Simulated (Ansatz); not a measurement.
Results of PBEsol+SOC (plane waves, PAW; Ansatz, an electronic-structure program) for TiGeO₃ (model structure, started from the PbTiO3 type, P4mm, No. 99, 5 atoms in the cell).

Numerical settings: plane-wave cutoff 520 eV, 10×10×8 k mesh (along the axes of the cell as run), Fermi–Dirac smearing 0.01 eV, PAW data made under PBE.

Cell (relaxed with PBEsol):

```
TiGeO3
1.0
    3.71578     0.00000     0.00000
    0.00000     3.71578     0.00000
    0.00000     0.00000     4.48051
Ti Ge O
1 1 3
Direct
  0.50000   0.50000   0.59771
  0.00000   0.00000   0.19954
  0.00000   0.50000   0.45803
  0.50000   0.00000   0.45803
  0.50000   0.50000   0.97689
```

### Question
Estimate the band gap, smallest direct gap on the k points sampled and direct gap at Γ that the calculation returns.

### Answer

* **band gap**: 1.54 eV (indirect)
* **smallest direct gap on the k points sampled**: 2.63 eV
* **direct gap at Γ**: 3.65 eV

Note: the relaxation could raise the start's symmetry but not lower it, so the cell can be a saddle point.

A model structure was made by putting elements into a prototype or built by hand; it is no filed structure, need not be a known phase, and can be a saddle point held by its symmetry.
